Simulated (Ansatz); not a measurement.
Ca(OH)₂ (P-3m1, No. 164), treated with HSE06 in Ansatz (PAW).

Run with plane-wave cutoff 460 eV, 9×9×6 k mesh (along the axes of the cell as run), Fermi–Dirac smearing 0.01 eV, scalar-relativistic PAW data made under PBE.

Computed at the level's own relaxed cell.

Give the computed band gap, equilibrium lattice constant a and c axis length.


band gap: 5.89 eV (on the SCF k mesh)
equilibrium lattice constant a: 3.599 Å
c axis length: 4.985 Å

Note: the relaxation could not lower the start's symmetry, so the cell can be a saddle point above a distorted one.

Ansatz is an electronic-structure program.
